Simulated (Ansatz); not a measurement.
Input and output of a self-consistent single point for BaAlSiH (P3m1, 4 atoms in the cell) (Ansatz, a first-principles code).

Computed with LDA (PW92), default PAW files made with PBE (plane waves; Ansatz).

The change in words: 1 x 1 x 1 supercell, one H atom moved by 0.02 angstrom along z. Reference geometry:
```
CELL_PARAMETERS angstrom
      4.31256     0.00000     0.00000
     -2.15628     3.73479     0.00000
      0.00000     0.00000     5.23624
ATOMIC_POSITIONS crystal
  Ba 0.00000 0.00000 0.00044
  Al 0.66667 0.33333 0.46525
  Si 0.33333 0.66667 0.54231
  H  0.66667 0.33333 0.13491
```

Reference input (self-consistent single point, DFT, LDA (PW92), plane waves, default PAW files made with PBE): basis.ecutwfc = 420 eV; kpoints.mp_grid.grid = 7 7 5; hamiltonian.xc = lda; hamiltonian.pseudopotentials = {kind: paw} (the program's default PAW files); scf.occupations.method = fermi_dirac; scf.occupations.width = 0.02 eV. This run's input differs from it in these lines:

Ansatz 0.2 input:
```diff
@@ -10,3 +10,3 @@
     - { symbol: Si, position: [0.333333, 0.666667, 0.542310] }
-    - { symbol: H, position: [0.666667, 0.333333, 0.134910] }
+    - { symbol: H, position: [0.666667, 0.333333, 0.138730] }
 basis:
```

Log, with long lists cut:

```
SCF iter   1: F=—  HF=-6918.719260 eV  |F-HF|=—  |Δ(HF+E_count)|=         —  Δρ=6.06e-3  dr2=2.77e-2  ethr=1.77e-3  ⟨swp⟩=7.7  Hψ=3194  notcnv=0
all-band conjugate gradients solve this SCF's bands
preconditioner: auto → Resta (q_TF=auto, 2.109 Å⁻¹)
SCF iter   2: F=—  HF=-6918.711827 eV  |F-HF|=—  |Δ(HF+E_count)|=   7.43e-3  Δρ=2.93e-3  dr2=6.52e-3  ethr=1.54e-4  ⟨swp⟩=2.5  Hψ=871  notcnv=0
SCF iter   3: F=—  HF=-6918.710108 eV  |F-HF|=—  |Δ(HF+E_count)|=   1.72e-3  Δρ=3.78e-4  dr2=1.10e-4  ethr=3.62e-5  ⟨swp⟩=2.8  Hψ=718  notcnv=0
SCF iter   4: F=—  HF=-6918.710100 eV  |F-HF|=—  |Δ(HF+E_count)|=   8.53e-6  Δρ=8.18e-5  dr2=1.27e-5  ethr=6.09e-7  ⟨swp⟩=2.0  Hψ=576  notcnv=0
SCF iter   5: F=—  HF=-6918.710097 eV  |F-HF|=—  |Δ(HF+E_count)|=   2.78e-6  Δρ=1.92e-5  dr2=3.93e-7  ethr=7.07e-8  ⟨swp⟩=2.2  Hψ=573  notcnv=0
SCF iter   6: F=-6918.710097 eV  HF=-6918.710097 eV  |F-HF|=2.26e-9  |Δ(HF+E_count)|=   2.44e-8  Δρ=4.72e-6  dr2=2.42e-8  ethr=5.56e-10  ⟨swp⟩=5.2  Hψ=2091  notcnv=0
SCF 1 converged in 6 iterations: F = -6918.710097 eV  dr2 = 2.42e-8
Free energy (F): -6918.710097 eV
Internal energy: -6918.710097 eV  (E = F + TS)
E sigma→0 (E₀):  -6918.710097 eV
Fermi energy:    7.015434 eV
--- Forces (eV/Å), atoms counted from 1 ---
  atom   1  Ba     0.00000000    -0.00000000     0.03578465
  atom   2  Al     0.00000000     0.00000000     0.16090335
  atom   3  Si    -0.00000000    -0.00000000     0.05454669
  atom   4  H     -0.00000000    -0.00000000    -0.25121676
--- Stress (GPa, compression-positive) ---
       -2.755979       0.000000      -0.000000
        0.000000      -2.755979       0.000000
       -0.000000      -0.000000      -2.636726
  P = ⅓ Tr σ = -2.7162 GPa (-27.162 kbar)
  The stress holds the Pulay correction. Without it, at fixed plane waves, as pw.x and ABINIT print it: P = -2.7579 GPa
```

The run converged in 6 iterations. Against the reference run the free energy is nearly the same (within 1 meV/atom), the pressure stays near -2.72 GPa while the zz stress (positive for compression) goes from -2.95 to -2.64 GPa, the largest force goes from 0.126 to 0.251 eV/Å and the gap on the mesh moves little (0.765 to 0.764 eV).

The starting cell comes from a database of computed structures (which also holds hypothetical and non-ambient phases and stackings), without a prior relaxation at this level. Its lattice was rescaled by up to half a per cent. For this run, on top of that: 1 x 1 x 1 supercell, one H atom moved by 0.02 angstrom along z. Ansatz's pressure includes its estimate of the finite-basis (Pulay) stress.
